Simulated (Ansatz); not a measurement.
Base system: CdSe in the zinc blende structure (space group F-43m, No. 216).

```
CdSe
1.0
    0.00000     3.06664     3.06664
    3.06664     0.00000     3.06664
    3.06664     3.06664     0.00000
Se Cd
1 1
Direct
  0.75000   0.75000   0.75000
  0.00000   0.00000   0.00000
```

Computed with r2SCAN, PAW, 500 eV (Ansatz, a quantum-chemistry and plane-wave program; no spin-orbit coupling).

It is then changed as follows: Zn takes the place of Cd on all its sites; the structure is relaxed again.

Measured band gap: CdSe 1.77 eV (0 K or low temperature; as listed in arXiv:1206.3780); ZnSe 2.87 eV (static lattice; corrected from measurement; as listed in Wei Chen et al., Physical Review Materials (2018)).

Measured lattice parameter a: CdSe 6.077 Å (room temperature; as listed in arXiv:1206.3780); ZnSe 5.6676 Å (room temperature; as listed in Martin Albrecht, Beate Paulus, Hermann Stoll, Phys. Rev. B (1997)).

Problem. How well does r2SCAN reproduce the measured shift?

Solution. With r2SCAN the band gap moves by +0.83 eV (1.04 → 1.87) against +1.10 eV measured; the lattice parameter a moves by -0.468 Å (6.133 → 5.666) against -0.409 Å measured. The two measured values stand on different bases (one corrected, one not), which blurs small differences.

No phonon test of stability was made.
